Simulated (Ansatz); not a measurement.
# NaWO3: pressure 7.5 GPa

Base system: NaWO3 in the cubic perovskite structure (space group Pm-3m, No. 221; a = 3.875 Å).

It is then changed as follows: cell and atoms relaxed at a pressure of 7.5 GPa.

The values are results of PBEsol (Ansatz, a first-principles code; PAW; 420 eV plane waves; without spin-orbit coupling), not measurements. k-mesh 12×12×12 (Γ-centred); smearing 0.05 eV (Fermi–Dirac).

The volume per atom drops by 0.356 Å³, from 11.63 Å³ to 11.28 Å³ and the density goes up by 0.23 g/cm³, from 7.27 g/cm³ to 7.50 g/cm³. The lattice parameter a drops by 0.040 Å, from 3.875 Å to 3.835 Å and the shortest interatomic distance decreases by 0.020 Å (1.937 Å → 1.917 Å). The enthalpy H = E + PV relative to the base's energy amounts to +0.54 eV/atom and the band gap stays zero.

Load acts through the strain it causes; cell and atoms are relaxed under it. Whether these cells are dynamically stable was not tested. No other phases were tried under pressure. No Hubbard U is applied, and correlation can decide whether such a compound is a metal. All final runs are without spin polarisation. An odd electron count without spin: NaWO3. Many cubic perovskites are stable only at high temperature; tilts and polar distortions were not tested.
